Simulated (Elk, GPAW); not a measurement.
A GPAW input for a self-consistent single point of BeTe (F-43m, 2 atoms in the cell) (DFT LDA (Perdew-Wang 92), plane waves, GPAW PAW datasets LDA (gpaw-data 1.0.1)):

```python
from ase import Atoms
from ase.units import GPa
from gpaw import GPAW

atoms = Atoms(['Be', 'Te'],
              cell=[[0.000000, 2.815000, 2.815000],
                    [2.815000, 0.000000, 2.815000],
                    [2.815000, 2.815000, 0.000000]],
              scaled_positions=[[0.000000, 0.000000, 0.000000],
                                [0.250000, 0.250000, 0.250000]],
              pbc=True)

calc = GPAW(mode={'name': 'pw', 'ecut': 800},
            xc='LDA',
            kpts=(5, 5, 5),
            occupations={'name': 'fermi-dirac', 'width': 0.01},
            nbands=-8,
            convergence={'density': 1e-05, 'bands': -6},
            symmetry={'symmorphic': False, 'tolerance': 0.0005},
            maxiter=100)

atoms.calc = calc

energy = atoms.get_potential_energy()
print('Energy (eV):', round(energy, 6))
forces = atoms.get_forces()
print('Forces (eV/Ang):')
print(forces.round(5))
stress = atoms.get_stress()
print('Stress (GPa, Voigt):', (stress / GPa).round(4))
```

Q: Give the Elk input for the same structure, mesh, smearing and functional.

A: One input that does it (others would too):

```
tasks
  0

xctype
  3

tforce
  .true.

rgkmax
  7.5

gmaxvr
  18.0

lmaxapw
  10

lmaxo
  8

nxlo
  2

lorbcnd
  .true.

lradstp
  2

nrmtscf
  2.0

rmtscf
  0.98

lmaxi
  4

stype
  3

swidth
  0.000367493

avec
    0.0000000000    5.3195790408    5.3195790408
    5.3195790408    0.0000000000    5.3195790408
    5.3195790408    5.3195790408    0.0000000000

atoms
  2   : nspecies
  'Be.in'   : spfname
  1   : natoms; atposl, bfcmt below
  0.0000000000  0.0000000000  0.0000000000    0.0 0.0 0.0
  'Te.in'   : spfname
  1   : natoms; atposl, bfcmt below
  0.2500000000  0.2500000000  0.2500000000    0.0 0.0 0.0

ngridk
  5 5 5
```

Basis, cutoffs, solver keys and any potentials are the target program's own. This input uses DFT, LDA (PW92), all-electron FP-LAPW, Elk's shipped species files, APW+lo basis with extra local orbitals. LDA parametrisations can differ slightly between programs. Both were run: gap on the mesh 2.008 eV in GPAW and 2.006 in Elk.

On GPAW: the starting cell has typed, rounded lattice constants, without a prior relaxation at this level. Spin-orbit coupling is off.

On Elk: the starting cell has typed, rounded lattice constants, without a prior relaxation at this level. Spin-orbit coupling is off. Values depend on the basis (sphere radii, cutoffs, local orbitals), which need not be converged.
